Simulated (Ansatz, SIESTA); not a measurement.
## Code comparison for NbFeB (P1, 3 atoms in the cell)

Self-consistent single point, at a second geometry (atoms moved at random). First geometry:

```yaml
crystal:
  lattice:
    - [3.68503, 0.00000, 0.00000]
    - [-1.84251, 3.19133, 0.00000]
    - [0.00000, 0.00000, 2.95804]
  atoms:
    - { symbol: Nb, position: [0.00000, 0.00000, 0.00000] }
    - { symbol: Fe, position: [0.33333, 0.66667, 0.50000] }
    - { symbol: B, position: [0.66667, 0.33333, 0.50000] }
```

Second geometry:
```
NbFeB
1.0
    3.68503     0.00000     0.00000
   -1.84251     3.19133     0.00000
    0.00000     0.00000     2.95804
Nb Fe B
1 1 1
Direct
  0.99457   0.00744   0.01702
  0.33742   0.66736   0.50361
  0.66801   0.32520   0.47937
```

Shared settings, as Ansatz (a program for electronic structure) writes them: kpoints.mp_grid.grid = 14 14 15; scf.occupations.method = fermi_dirac; scf.occupations.width = 0.01 Ry. Potentials and cutoffs stand in the table.

```json
[
 {"code": "SIESTA", "model": "GGA PBEsol, numerical atomic orbitals TZP, PseudoDojo PBEsol standard norm-conserving potentials (rewritten from UPF to PSML)", "ΔF from the first geometry (meV/atom)": "12.7", "pressure (GPa)": "-9.09", "largest force (eV/Å)": "0.610", "cutoff": "grid 300 Ry"},
 {"code": "Ansatz", "model": "PBEsol, PAW files made with PBE", "ΔF from the first geometry (meV/atom)": "12.1", "pressure (GPa)": "-8.44", "largest force (eV/Å)": "0.597", "cutoff": "default"}
]
```

Size of the force on each atom (eV/Å): Sizes of forces hide their directions.

```csv
code,Nb1,Fe2,B3
SIESTA,0.491,0.222,0.610
Ansatz,0.455,0.223,0.597
```

On Ansatz's run: spin polarisation is off.

The spread over the programs that give each value: ΔF from the first geometry within 0.6 meV/atom; pressure within 0.65 GPa; largest force within 0.013 eV/Å.

SIESTA uses small atom-centred bases, whose incompleteness enters pressures, forces and empty levels differently from a plane-wave cutoff. Ansatz's pressure is given at a fixed set of plane waves, as the other plane-wave codes print theirs; with its correction for the finite basis it is -8.34 GPa.

The starting cell comes from a database of computed structures (which also holds hypothetical and non-ambient phases and stackings), without a prior relaxation at this level. For this run, on top of that: atoms moved at random.

Keys are those of Ansatz 0.2.
